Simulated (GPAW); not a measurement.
Band structure of Zn (P6_3/mmc, 2 atoms in the cell).

```yaml
crystal:
  lattice:
    - [1.33000, -2.30363, 0.00000]
    - [1.33000, 2.30363, 0.00000]
    - [0.00000, 0.00000, 4.95000]
  atoms:
    - { symbol: Zn, position: [0.33333, 0.66667, 0.25000] }
    - { symbol: Zn, position: [0.66667, 0.33333, 0.75000] }
```

Level of theory: PBE, GPAW PAW datasets PBE (gpaw-data 1.0.1) (plane waves; GPAW).

Settings: mode = pw; ecut = 800 eV; xc = PBE; kpts = 14 14 7; mesh shift (steps) = 0 0 0; occupations.name = fermi-dirac; occupations.width = 0.05 eV; nbands = -8; convergence.density = 1e-05 e/electron; convergence.energy = 1e-05 eV/electron; symmetry.symmorphic = false; symmetry.tolerance = 0.0005; maxiter = 150; bandpath_npoints = 40.

The starting cell has typed, rounded lattice constants, without a prior relaxation at this level.

Levels in eV from the Fermi level, bands 9 to 16:
```json
[
 {"point": "Γ", "9": "-7.24", "10": "-7.03", "11": "-7.03", "12": "-3.63", "13": "-3.02", "14": "13.54", "15": "17.08", "16": "17.49"},
 {"point": "M", "9": "-6.85", "10": "-6.83", "11": "-2.81", "12": "-2.12", "13": "2.64", "14": "3.56", "15": "4.13", "16": "5.71"},
 {"point": "K", "9": "-7.13", "10": "-7.13", "11": "0.06", "12": "0.06", "13": "0.18", "14": "4.99", "15": "6.14", "16": "6.14"},
 {"point": "A", "9": "-7.12", "10": "-7.12", "11": "-7.12", "12": "-7.12", "13": "4.57", "14": "4.57", "15": "18.79", "16": "18.79"},
 {"point": "L", "9": "-6.84", "10": "-6.84", "11": "-1.84", "12": "-1.84", "13": "0.17", "14": "0.17", "15": "10.12", "16": "10.12"},
 {"point": "H", "9": "-7.04", "10": "-7.04", "11": "0.98", "12": "0.98", "13": "1.84", "14": "1.84", "15": "2.21", "16": "2.21"}
]
```

Bands cross the Fermi level along this path, so the cell is metallic at this level.
